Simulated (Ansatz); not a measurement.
Here is the system:

End structure of the (221) surface of tetragonal MoSi2 in its 1x1 cell (cut with top plane Mo + Si, bottom plane Mo + Si), outermost plane spacing 0.19 Å in the ideal cut:

```
CELL_PARAMETERS angstrom
      4.54957     0.00000     0.00000
      2.27478    15.90859     0.00000
      0.00000     0.00000    27.00000
ATOMIC_POSITIONS crystal
  Si 0.90816 0.18367 0.29977
  Mo 0.37745 0.24508 0.31585
  Si 0.83530 0.32938 0.32020
  Si 0.29553 0.40892 0.32790
  Mo 0.75510 0.48979 0.33710
  Si 0.21521 0.56956 0.34121
  Si 0.67241 0.65518 0.34860
  Mo 0.13329 0.73341 0.35781
  Si 0.59287 0.81426 0.36174
  Si 0.05042 0.89916 0.36851
  Mo 0.51100 0.97798 0.37880
  Si 0.97090 0.05819 0.38011
  Si 0.42996 0.14008 0.38324
  Mo 0.88698 0.22603 0.39634
  Si 0.34786 0.30426 0.40250
  Si 0.80579 0.38841 0.40947
  Mo 0.26524 0.46950 0.41776
  Si 0.72491 0.55016 0.42357
  Si 0.18297 0.63404 0.43087
  Mo 0.64300 0.71398 0.43898
  Si 0.10242 0.79515 0.44408
  Si 0.56103 0.87794 0.45146
  Mo 0.02090 0.95819 0.45884
  Si 0.47980 0.04041 0.46409
  Si 0.93889 0.12222 0.47043
  Mo 0.39836 0.20328 0.47865
  Si 0.85750 0.28499 0.48531
  Si 0.31642 0.36717 0.49282
  Mo 0.77556 0.44888 0.50000
  Si 0.23470 0.53060 0.50718
  Si 0.69362 0.61278 0.51469
  Mo 0.15277 0.69449 0.52135
  Si 0.61224 0.77554 0.52957
  Si 0.07132 0.85736 0.53591
  Mo 0.53021 0.93957 0.54116
  Si 0.99008 0.01983 0.54854
  Si 0.44869 0.10262 0.55592
  Mo 0.90811 0.18378 0.56102
  Si 0.36815 0.26372 0.56913
  Si 0.82620 0.34761 0.57643
  Mo 0.28588 0.42827 0.58224
  Si 0.74533 0.50936 0.59053
  Si 0.20325 0.59350 0.59750
  Mo 0.66413 0.67174 0.60366
  Si 0.12115 0.75769 0.61676
  Si 0.58021 0.83958 0.61989
  Mo 0.04011 0.91979 0.62120
  Si 0.50070 0.99861 0.63149
  Si 0.95825 0.08351 0.63826
  Mo 0.41783 0.16436 0.64219
  Si 0.87871 0.24259 0.65140
  Si 0.33590 0.32820 0.65879
  Mo 0.79601 0.40798 0.66290
  Si 0.25558 0.48885 0.67210
  Si 0.71581 0.56838 0.67980
  Mo 0.17366 0.65268 0.68415
  Si 0.64296 0.71409 0.70023
```

Model: 57-atom slab, Mo19Si38, 10.5 Å thick at the start, 8x3x1 mesh, Fermi-Dirac 0.1 eV, dipole correction, all atoms relaxed; held to the part of the start's symmetry that mesh and held atoms allow; no spin, no spin-orbit, no U.

Task: Predict the work function of the top face from PBE (Ansatz, a first-principles code).

Result: 4.34 eV
